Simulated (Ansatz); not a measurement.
Rutile MgH2, treated with RPBE (Ansatz, a first-principles code, plane waves, PAW).

Numerical settings: plane-wave cutoff 520 eV, 8×8×12 k mesh (along the axes of the cell as run), Fermi–Dirac smearing 0.01 eV, scalar-relativistic PAW data made under PBE.

Computed at the level's own relaxed cell.

Give the computed c axis length, pressure derivative B′ of the bulk modulus, lattice constant a, smallest direct gap on the k points sampled and equilibrium volume per atom.


- c axis length = 3.038 Å
- pressure derivative B′ of the bulk modulus = 3.7
- lattice constant a = 4.574 Å
- smallest direct gap on the k points sampled = 4.63 eV
- equilibrium volume per atom = 10.60 Å³/atom

Measured, for comparison: lattice parameter c 3.021 Å, lattice constant a 4.517 Å, equilibrium volume per atom 10.27 Å³/atom (temperature not stated, not corrected to a static lattice; as tabulated in Ellinger et al., J. Am. Chem. Soc. 77, 2647 (1955) (COD 4124639)). Computed (rounded) less measured: lattice parameter c +0.6 %, lattice constant a +1.3 %, equilibrium volume per atom +3.2 %.

Note: the bulk modulus comes from volumes at which shape and atoms were relaxed.

The computed numbers hold no vibrational or temperature effects.

Cost on a shared machine: roughly 3 core-minutes.
